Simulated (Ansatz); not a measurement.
Structures of equal composition on the (110) surface of bcc Nb: a layer of Pd in place of the second plane; a layer of Pd in place of the third plane. The slabs share one bottom face, and each structure is named by its start. These are constructed structures in small cells; real faces may alloy, dewet or reconstruct in larger ones, and not all known structures of the face are among them. Slabs of about 12 Å with all that they carry, Fermi-Dirac smearing of 0.1 eV. Bottom of the slabs: a bare face, its two planes held. Relaxed from the named starts with such symmetry as they have, on meshes of like density; energies extrapolated to zero smearing; no spin-orbit coupling, no U. Spin-polarised runs, if any, are marked in brackets, and their order is one that fits the cell; the others ran without spin.

All values below come from PBE (plane waves to 420 eV, PAW; Ansatz, a first-principles code).

**Question.** Order them by energy per 1x1 cell (lowest first) at the level PBE.

**Answer.** a layer of Pd in place of the third plane (0.000 eV), a layer of Pd in place of the second plane (0.403 eV)
